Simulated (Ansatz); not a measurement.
Input and output of a self-consistent single point for PdAu₃ (I4mm, 4 atoms in the cell) (Ansatz, a program for electronic structure).

Level of theory: LDA (PW92), default PAW files made with PBE (plane waves; Ansatz).

```
CELL_PARAMETERS angstrom
     -2.06286     2.06286     4.02266
      2.06286    -2.06286     4.02266
      2.06286     2.06286    -4.02266
ATOMIC_POSITIONS crystal
  Pd 0.00622 0.00622 0.00000
  Au 0.75000 0.25000 0.50000
  Au 0.25000 0.75000 0.50000
  Au 0.50000 0.50000 0.00000
```

Reference input (self-consistent single point, DFT, LDA (PW92), plane waves, default PAW files made with PBE): basis.ecutwfc = 420 eV; kpoints.mp_grid.grid = 11 11 11; hamiltonian.xc = lda; hamiltonian.pseudopotentials = {kind: paw} (the program's default PAW files); scf.occupations.method = fermi_dirac; scf.occupations.width = 0.1 eV. This run's input differs from it in these lines:

Ansatz 0.2 input:
```diff
@@ -13,3 +13,3 @@
 kpoints:
-  mp_grid: { grid: [11, 11, 11] }
+  mp_grid: { grid: [18, 18, 18] }
 hamiltonian:
@@ -18,3 +18,3 @@
 scf:
-  occupations: { method: fermi_dirac, width: 0.1 }
+  occupations: { method: methfessel_paxton, width: 0.2 }
 output:
```

The program printed (abridged):

```
SCF iter   1: F=—  HF=-45439.581836 eV  |F-HF|=—  |Δ(HF+E_count)|=         —  Δρ=1.12e-2  dr2=7.82e-2  ethr=1.77e-3  ⟨swp⟩=5.7  Hψ=75308  notcnv=0  defer=21
all-band conjugate gradients solve this SCF's bands
preconditioner: auto → Kerker (q_TF=auto, 2.770 Å⁻¹)
SCF iter   2: F=—  HF=-45439.570100 eV  |F-HF|=—  |Δ(HF+E_count)|=   1.17e-2  S|Δr|=    0.00e0  Δρ=5.01e-3  dr2=1.42e-2  ethr=1.04e-4  ⟨swp⟩=1.2  Hψ=25969  notcnv=0  defer=22
SCF iter   3: F=—  HF=-45439.566681 eV  |F-HF|=—  |Δ(HF+E_count)|=   3.42e-3  S|Δr|=    0.00e0  Δρ=7.27e-4  dr2=2.72e-4  ethr=1.90e-5  ⟨swp⟩=2.1  Hψ=29386  notcnv=0  defer=22
SCF iter   4: F=—  HF=-45439.566634 eV  |F-HF|=—  |Δ(HF+E_count)|=   4.67e-5  S|Δr|=    0.00e0  Δρ=1.30e-4  dr2=7.54e-6  ethr=3.62e-7  ⟨swp⟩=2.3  Hψ=33738  notcnv=0  defer=22
SCF iter   5: F=—  HF=-45439.566632 eV  |F-HF|=—  |Δ(HF+E_count)|=   2.46e-6  S|Δr|=    0.00e0  Δρ=2.89e-5  dr2=9.25e-7  ethr=1.01e-8  ⟨swp⟩=1.8  Hψ=27664  notcnv=0  defer=22
SCF iter   6: F=-45439.566632 eV  HF=-45439.566632 eV  |F-HF|=3.08e-8  |Δ(HF+E_count)|=   1.20e-7  S|Δr|=    0.00e0  Δρ=8.11e-6  dr2=5.08e-8  ethr=1.33e-10  ⟨swp⟩=7.4  Hψ=91511  notcnv=0
SCF 1 converged in 6 iterations: F = -45439.566632 eV  dr2 = 5.08e-8
Stability not checked (fill_not_monotonic)
Free energy (F): -45439.566632 eV
Internal energy: -45439.565532 eV  (E = F + TS)
E sigma→0 (E₀):  -45439.566357 eV
Entropy (-TS):   -0.001100 eV (-0.275 meV/atom)
Fermi energy:    18.836119 eV
--- Forces (eV/Å), atoms counted from 1 ---
  atom   1  Pd    -0.00000000     0.00000000    -0.25038198
  atom   2  Au    -0.00000000     0.00000000     0.14495172
  atom   3  Au     0.00000000     0.00000000     0.14495172
  atom   4  Au    -0.00000000     0.00000000    -0.03953228
--- Stress (GPa, compression-positive) ---
      -12.013315       0.000000       0.000000
        0.000000     -12.013315      -0.000000
        0.000000      -0.000000     -12.223998
  P = ⅓ Tr σ = -12.0835 GPa (-120.835 kbar)
  The stress holds the Pulay correction. Without it, at fixed plane waves, as pw.x and ABINIT print it: P = -12.1191 GPa
```

The run converged in 6 iterations. Against the reference run the free energy goes up by 5.1 meV/atom, the pressure moves little (-12.01 to -12.08 GPa) and the largest force hardly changes (0.249 to 0.250 eV/Å).

The starting cell comes from a database of computed structures (which also holds hypothetical and non-ambient phases and stackings), without a prior relaxation at this level. Its lattice was rescaled by up to half a per cent. One atom was moved a little off its site on purpose. Spin polarisation is off. With a pressure of about -12 GPa the cell is away from its equilibrium volume at this level. Ansatz's pressure includes its estimate of the finite-basis (Pulay) stress.

Cost on one core of a shared machine: roughly 2 min.
